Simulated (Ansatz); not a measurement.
A self-consistent single point of AlNi (Cmm2, 2 atoms in the cell) with Ansatz (a program for electronic structure).

Level of theory: PBEsol, default PAW files made with PBE (plane waves; Ansatz).

```
AlNi
1.0
    1.93288    -1.94733     0.00000
    1.93288     1.94733     0.00000
    0.00000     0.00000     3.09013
Al Ni
1 1
Direct
  0.00000   0.00000   0.01618
  0.50000   0.50000   0.50000
```

Reference input (self-consistent single point, DFT, PBEsol, plane waves, default PAW files made with PBE): basis.ecutwfc = 30.9 Ry; kpoints.mp_grid.grid = 12 12 11; hamiltonian.xc = pbesol; hamiltonian.pseudopotentials = {kind: paw} (the program's default PAW files); scf.occupations.method = gaussian; scf.occupations.width = 0.0073 Ry. This run's input differs from it in these lines:

Ansatz 0.2 input:
```diff
@@ -9,3 +9,3 @@
 basis:
-  ecutwfc: 30.9 Ry
+  ecutwfc: 12.5 Ry
 kpoints:
```

The program printed (abridged):

```
SCF iter   1: F=—  HF=-6296.787275 eV  |F-HF|=—  |Δ(HF+E_count)|=         —  Δρ=5.26e-1  dr2=3.19e1  ethr=1.77e-3  ⟨swp⟩=4.2  Hψ=17274  notcnv=0
all-band conjugate gradients solve this SCF's bands
preconditioner: auto → none
SCF iter   2: F=—  HF=-6288.922909 eV  |F-HF|=—  |Δ(HF+E_count)|=    7.86e0  Δρ=2.06e-1  dr2=4.14e0  ethr=1.77e-3  ⟨swp⟩=2.2  Hψ=9808  notcnv=0  defer=70
   [... lines left out ...]
SCF iter   5: F=—  HF=-6287.005387 eV  |F-HF|=—  |Δ(HF+E_count)|=   3.54e-5  Δρ=3.55e-4  dr2=2.29e-5  ethr=2.29e-6  ⟨swp⟩=1.0  Hψ=3781  notcnv=0  defer=92
SCF iter   6: F=—  HF=-6287.006368 eV  |F-HF|=—  |Δ(HF+E_count)|=   9.81e-4  Δρ=1.35e-4  dr2=3.91e-6  ethr=1.09e-7  ⟨swp⟩=2.3  Hψ=5309  notcnv=0  defer=92
SCF iter   7: F=—  HF=-6287.006367 eV  |F-HF|=—  |Δ(HF+E_count)|=   5.44e-7  Δρ=3.89e-5  dr2=2.94e-7  ethr=1.86e-8  ⟨swp⟩=1.0  Hψ=3783  notcnv=0  defer=92
SCF iter   8: F=-6287.006367 eV  HF=-6287.006367 eV  |F-HF|=3.26e-9  |Δ(HF+E_count)|=   3.27e-8  Δρ=3.64e-6  dr2=4.57e-9  ethr=4.76e-10  ⟨swp⟩=4.3  Hψ=10609  notcnv=0
SCF 1 converged in 8 iterations: F = -6287.006367 eV  dr2 = 4.57e-9
Free energy (F): -6287.006367 eV
Internal energy: -6287.003253 eV  (E = F + TS)
E sigma→0 (E₀):  -6287.004810 eV
Entropy (-TS):   -0.003115 eV (-1.557 meV/atom)
Fermi energy:    13.698895 eV
--- Forces (eV/Å), atoms counted from 1 ---
  atom   1  Al     0.00000000     0.00000000    -0.71708042
  atom   2  Ni     0.00000000     0.00000000     0.71715258
--- Stress (GPa, compression-positive) ---
       -4.392995       0.000000       0.000000
        0.000000      -9.999294       0.000000
        0.000000       0.000000     -11.906659
  P = ⅓ Tr σ = -8.7663 GPa (-87.663 kbar)
  The stress holds the Pulay correction. Without it, at fixed plane waves, as pw.x and ABINIT print it: P = -1210.6793 GPa
```

The run converged in 8 iterations. Against the reference run the free energy rises by 21.9 eV/atom, the pressure goes from 2.19 to -8.77 GPa and the largest force goes from 0.333 to 0.717 eV/Å.

The starting cell comes from a database of computed structures (which also holds hypothetical and non-ambient phases and stackings), without a prior relaxation at this level. Its lattice was rescaled by up to half a per cent. One atom was moved a little off its site on purpose. Spin polarisation is off. Ansatz's pressure includes its estimate of the finite-basis (Pulay) stress. Without the estimate this run gives -1210.68 GPa. The cutoff lies below the one recommended for these files.
